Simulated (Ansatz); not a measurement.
# Nb on a Hf site (surface) in a 2x1 cell of the 1x1 (100) surface of monoclinic HfO2 (cut with top plane 2 O)

Host crystal: monoclinic HfO2, with a band gap (PBE, scalar-relativistic without spin-orbit coupling).

Level of theory: PBE (plane waves to 420 eV, PAW; Ansatz, a program for electronic structure).

Slab: 48 atoms, 9.3 Å thick at the start (thin: gaps and levels are the slab's own); k 2x4x1, smearing 0.01 eV, dipole-corrected; 4 atoms held, the rest relaxed; no symmetry held; spin-polarised, ending with about 1.0 μB a cell; orders that need a larger cell were not tried, no spin-orbit, no U.

```yaml
formation energy against hcp Hf, bcc Nb: 2.66 eV
gap_of_the_slab_on_its_k_mesh: 0.76 eV
highest_filled_level_below_the_top_vacuum_level: 4.74 eV
change_of_the_step_from_the_bottom_to_the_top_vacuum_level_against_the_clean_slab: -0.063 eV
energy_released_by_relaxation: 0.37 eV
magnetic_moment_of_the_cell: 1.00 μB
largest_move_of_a_host_atom: 0.39 Å
```
